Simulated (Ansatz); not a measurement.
## Zr: stress against strain

Zr (hcp, P6_3/mmc, 21.795 Å³/atom at rest, c along z) under a strain ε along a direction in the basal plane (axis x), the other axes held. LDA in Ansatz, a plane-wave DFT program (PAW, default set), 420 eV, 21×21×12 Γ-centred mesh, Fermi-Dirac smearing 0.10 eV; ions are relaxed within the symmetry of each cell. Stress is positive for a compressed cell.

Here s stands for strain and y for stress xx.

```csv
strain (%),stress xx (GPa)
-3.00,?
-1.50,1.82
-1.00,1.25
-0.50,0.64
0.00,0.00
0.50,-0.65
1.00,-1.30
1.50,-1.94
```

**Question.** Using a straight line, estimate the missing y at s = -3.00 from the other rows, showing the fit.

**Answer.** Means: s 0, y -0.026. About the means, the sum of products is -8.8350 and the sum of squares of s is 7.0000; the slope is their ratio. Least squares gives y = -0.026 - 1.2621·s. Residuals (row less fit): -0.047, 0.014, 0.035, 0.026, 0.007, -0.012, -0.021; standard error 0.031 (degrees of freedom: 5). The slope gives the elastic constant C11 = 126 ± 1.2 GPa. At the withheld row, y = -0.026 - 1.2621 × (-3.0) = 3.760 GPa. The calculation gives 3.24 GPa, 0.520 GPa below the prediction (10.0 % of the range of y in the table). The row lies outside the fitted rows, so this is an extrapolation. From the scatter of the fitted rows alone, a prediction at this place has a standard error of 0.049 GPa, so the miss is 10.6 times that.

One order more doesn't follow all runs of the series either: the slope changes along it. In a metal these values are sensitive to mesh and smearing; energies are taken to zero smearing, stresses follow the free energy. Rows are the converged runs of the series near zero and its far end; series whose fitted rows scatter by over a few per cent of the range, as at a crossing or softening among them, aren't shown in this form. Most that stay on the fit to the last digits aren't either.
